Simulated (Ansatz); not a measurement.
The reference is TiB2 (space group P6/mmm, No. 191; a = 2.994 Å, c = 3.160 Å).

All numbers come from Kohn–Sham DFT with the LDA functional, run in Ansatz (a program for electronic structure) with PAW and 420 eV plane waves, no spin-orbit coupling.

Strains are applied to the cell and any free atomic positions relax.

One change was made to it. Results:

```csv
quantity,base,after
"pressure (mean of the normal stresses, compression positive)",0.0 GPa,30.6 GPa
energy relative to the base (free energy F),0 meV/atom,+63 meV/atom
```

Task: Which change produced these results?
A. isotropic strain +2.00 %
B. isotropic strain −1.00 %
C. isotropic strain −3.00 %

Result: C, isotropic strain −3.00 %. For comparison, the energy relative to the base in the other runs: isotropic strain −1.00 % gives +6.6 meV/atom; isotropic strain +2.00 % gives +24 meV/atom.

The mesh was chosen for an insulator and is coarse for the gapless case. No phonon test of stability was made. All final runs are without spin polarisation.
